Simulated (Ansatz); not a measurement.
Defect: interstitial Si in wurtzite AlN, charge state +2. Computed with PBE, PAW (plane waves to 420 eV; Ansatz, a quantum-chemistry and plane-wave program).

Cell of 72 host sites held at the relaxed PBE lattice; the Γ point alone; Fermi-Dirac width 0.01 eV, spin-restricted; finite-size errors left in. Energies are static. The charge state is imposed; whether it is stable for some Fermi level was not computed. Sites that were not tried may lie lower.

Barriers: single points on a 2×2×2 k-point mesh shifted by half a step along c at the bands' geometries (they differ from the bands' own by up to 0.06 eV, and are uncertain by about as much).

The step: a concerted move, in which Si travels most; the atom moves 2.50 Å along (0.00, 0.01, 0.50) of the unit cell; the moving atom starts with neighbours 3 N at 1.81 Å and ends with 2 N at 1.81, N at 1.82 Å.

What migration barrier of this step does PBE, PAW give?

2.43 eV, the same both ways. At the saddle the moving atom has neighbours Al at 2.14, Al at 2.18; N at 1.69, N at 1.83 Å. The saddle point's order was not checked.
